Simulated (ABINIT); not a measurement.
A short convergence ladder for Ga (Cm, 4 atoms in the cell)

```xyz
4
Lattice="2.2487 -3.8108 0.0000 2.2487 3.8108 0.0000 0.0000 0.0000 4.5073" Properties=species:S:1:pos:R:3 pbc="T T T"
Ga     2.2487     2.6302     4.1923
Ga     2.2487     1.1806     1.8886
Ga     2.2487    -1.1806     2.6188
Ga     2.2487    -2.6302     0.3651
```

Base method: PBEsol, norm-conserving pseudopotentials (PseudoDojo nc-sr-04 PBEsol standard) (plane waves; ABINIT).

Base settings: pseudos = [Ga.upf]; ecut = 40 Ha; occopt = 7; tsmear = 0.00367493 Ha; ngkpt = 3 3 3; nshiftk = 1; shiftk = 0 0 0; potentials = PseudoDojo nc-sr-04 PBEsol standard; nband = 34; kptopt = 1.

The count of work is k-points × plane waves × bands × iterations; it is no time. Core times come from one kind of shared machine, to one figure; runs under 30 s give none.

**The plane-wave cutoff**

The mesh stays at the base's, so the ladder's end is converged at best in this setting alone.

Only quantities that move along the ladder and can be compared are tabulated.

```tsv
ecut	free energy less the last step's (meV/atom)	pressure (GPa)	largest difference of a force vector from the last step's (eV/Å)	count of work / last	core time / last (rough)
14 Ha	146096.11	-2306.26	1.221	0.056	–
16 Ha	95225.74	-1927.37	0.920	0.069	0.09
18 Ha	58651.00	-1509.96	0.387	0.075	0.1
22 Ha	18127.68	-734.16	0.222	0.10	0.2
40 Ha	1.73	-0.34	0.000	0.25	0.2
96 Ha	0.00	-0.30	0.000	1.0	1
```

Coarsest ecut that holds the forces within 0.02 eV/Å of the last step, with all finer ones: 40 Ha, at 0.25 of the last step's count of work and about 0.2 of the last step's time; the step before is off by 0.22 eV/Å.

Coarsest ecut that holds the pressure within 0.1 GPa of the last step, with all finer ones: 40 Ha, at 0.25 of the last step's count of work and about 0.2 of the last step's time; the step before is off by 730 GPa.

Coarsest ecut that holds the free energy within 5 meV/atom of the last step, with all finer ones: 40 Ha, at 0.25 of the last step's count of work and about 0.2 of the last step's time; the step before is off by 18000 meV/atom.

At the lowest cutoff the pressure lies 2310 GPa under the last step's, the usual sign of Pulay stress in an incomplete plane-wave basis.

On the base run: the starting cell has typed, rounded lattice constants, without a prior relaxation at this level. Its lattice was rescaled by up to half a per cent. One atom was moved a little off its site on purpose. Without a gap this mesh is coarse (it stands for a supercell whose shortest vector is 13 Å).
